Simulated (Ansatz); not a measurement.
L1₀ (CuAu-type) FePt, treated with LDA (PAW; Ansatz, a first-principles code).

Excerpt of the program's output:

```
Crystal: 2 atoms, lattice volume = 27.705 Å³
Basis set: ecut = 520 eV, 749 PW (Γ), exchange–correlation on 48×48×60 points (8 copies of the dense FFT grid, shifted against one another)
Bands: 23, of which v1, the nominal top of the filled ones, is band 17 counted from 1 (16 counted from 0)
Symmetry: 16 space group operations
Space group: P4/mmm (ITA 123), of the structure as read, at distance tolerance 3.0e-5 Å
k-points: 594 of 6400
Initial density: superposition of atomic densities (chi_scale 0.1, normalization cell)
Functional: x = slater, c = lda
SCF 1 converged in 14 iterations: F = -16665.177936 eV  dr2 = 1.99e-13
SCF converged after 14 iterations
Magnetization: 3.2259 μB (18.6129 up, 15.3871 down)
Free energy (F): -16665.177936 eV
Internal energy: -16665.166800 eV  (E = F + TS)
E sigma→0 (E₀):  -16665.172368 eV
Fermi energy:    20.036482 eV
--- Forces (eV/Å), atoms counted from 1 ---
  atom   1  Fe    -0.00000000     0.00000000     0.00000000
  atom   2  Pt     0.00000000     0.00000000     0.00000000
--- Stress (GPa, compression-positive) ---
      -14.203322       0.000000       0.000000
        0.000000     -14.203322       0.000000
        0.000000       0.000000     -12.026594
  P = ⅓ Tr σ = -13.4777 GPa (-134.777 kbar)
```

Problem. Write an input file that could have produced this run (the log leaves some choices open).

Solution. This is not unique; one that fits is 
Ansatz 0.2 input:
```yaml
crystal:
  lattice:
    - [2.7268, 0.0, 0.0]
    - [0.0, 2.7268, 0.0]
    - [0.0, 0.0, 3.7261]
  atoms:
    - { symbol: Fe, position: [0.0, 0.0, 0.0], spin: 3.0 }
    - { symbol: Pt, position: [0.5, 0.5, 0.5], spin: 0.0 }
basis:
  ecutwfc: 520
  ecutrho_ratio: 4
  xc_grid: 2
kpoints:
  mp_grid: { grid: [20, 20, 16] }
hamiltonian:
  xc: lda
  dispersion: none
  pseudopotentials: { kind: paw }
scf:
  occupations: { method: fermi_dirac, width: 0.05 }
  convergence: { dr2_threshold: 0.0000000002 }
output:
  forces: true
  stress: true
  eigenvalues: true
magnetization:
  spin_polarized: true
```

The PAW data were made under PBE.

Note: cell and atoms aren't relaxed at this level (pressure -13.5 GPa).

Computing time: around 120 core-seconds (rough).
